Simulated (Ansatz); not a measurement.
## ZnCu2SnSe4 under a change: Sn on a Zn site (antisite), symmetric start

The parent structure is a 24-atom supercell of ZnCu2SnSe4 (space group I-4, No. 82; a = 5.6585 Å, c = 11.3185 Å) at its relaxed geometry.

Modification: a neutral Sn on a Zn site (antisite), symmetric start, atoms relaxed at fixed cell.

All numbers come from PBEsol (Ansatz, an electronic-structure program; PAW; 420 eV plane waves; scalar-relativistic without spin-orbit coupling), earlier PAW set. Settings: 4×4×2 k-points, 0.05 eV Fermi–Dirac smearing.

```yaml
pressure: 2.5 GPa (base 0.0 GPa)
energy_gained_by_relaxation: 1.03 eV
largest_displacement_of_a_host_atom_from_its_site_in_the_perfect_cell: 0.51 Å
```

Final structure:

```yaml
crystal:
  lattice:
    - [-2.82924, 2.82924, 5.65923]
    - [2.82924, -2.82924, 5.65923]
    - [11.31696, 5.65848, 0.00000]
  atoms:
    - { symbol: Cu, position: [0.00687, 0.99410, 0.99490] }
    - { symbol: Cu, position: [0.66077, 0.34021, 0.33843] }
    - { symbol: Cu, position: [0.33095, 0.66428, 0.66667] }
    - { symbol: Cu, position: [0.58905, 0.92239, 0.16667] }
    - { symbol: Cu, position: [0.27068, 0.23817, 0.52277] }
    - { symbol: Cu, position: [0.90484, 0.60402, 0.81057] }
    - { symbol: Sn, position: [0.06262, 0.39595, 0.16667] }
    - { symbol: Zn, position: [0.75032, 0.75497, 0.49345] }
    - { symbol: Zn, position: [0.42164, 0.08366, 0.83989] }
    - { symbol: Sn, position: [0.49782, 0.50642, 0.99054] }
    - { symbol: Sn, position: [0.17308, 0.83115, 0.34279] }
    - { symbol: Sn, position: [0.83586, 0.16919, 0.66667] }
    - { symbol: Se, position: [0.49017, 0.27951, 0.17537] }
    - { symbol: Se, position: [0.12968, 0.60148, 0.51430] }
    - { symbol: Se, position: [0.79433, 0.94192, 0.84113] }
    - { symbol: Se, position: [0.94618, 0.82351, 0.15796] }
    - { symbol: Se, position: [0.60858, 0.12766, 0.49220] }
    - { symbol: Se, position: [0.26815, 0.46301, 0.81903] }
    - { symbol: Se, position: [0.37318, 0.89400, 0.00713] }
    - { symbol: Se, position: [0.03558, 0.19980, 0.37710] }
    - { symbol: Se, position: [0.68638, 0.56948, 0.65608] }
    - { symbol: Se, position: [0.56067, 0.70651, 0.32621] }
    - { symbol: Se, position: [0.23614, 0.01971, 0.67726] }
    - { symbol: Se, position: [0.86647, 0.36891, 0.95623] }
```

The cell is small, so the values are those of an ordered compound at a high defect concentration; dilute-limit values will differ. A case with no gap was solved on a k-mesh chosen for an insulator, which is coarse for it. The defect started on the symmetric site and kept its symmetry, so it may sit on a saddle. The final runs are not spin-polarised. The defect cell is not spin-polarised.
